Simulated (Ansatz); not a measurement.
Where the default PAW files enter, the runs use the earlier of Ansatz's two default sets.

Consider the following.

```
CELL_PARAMETERS angstrom
      3.18693     0.00000     0.00000
     -1.59347     2.75996     0.00000
      1.59347    -0.91999     2.60212
ATOMIC_POSITIONS crystal
  Ga 0.00000 0.00000 0.00000
  N  0.75000 0.25000 0.75000
```

Space group of this cell: F-43m, zinc blende. The cell is taken as given; by r2SCAN its mean pressure is -1.1 GPa.

These are r2SCAN (plane waves, PAW; Ansatz, an electronic-structure program) values and carry that method's errors.

The current runs along the normal of the first two printed vectors; no spin-orbit coupling. Scaled by the factor s: the length along the current (ions clamped). Meshes 12×12×12 and 12×12 across the current in all rows.

| s | mean pressure (GPa) | band gap (eV) |
|---|---|---|
| 0.97 | 5.4 | 2.23 |
| 1.00 | -1.1 | 2.13 |
| 1.03 | -6.2 | ? |

Question: Take the slope of the band gap against ln s from the two given rows, extrapolate to s = 1.03, and say what the run there gives.

Answer: Slope = (2.23 − 2.13) / ln 0.97 = -3.28 eV. The line gives 2.13 + (-3.28) × ln 1.03 = 2.03 eV. The run gives 1.87 eV, 0.16 eV under the line, 168 % of the predicted step.
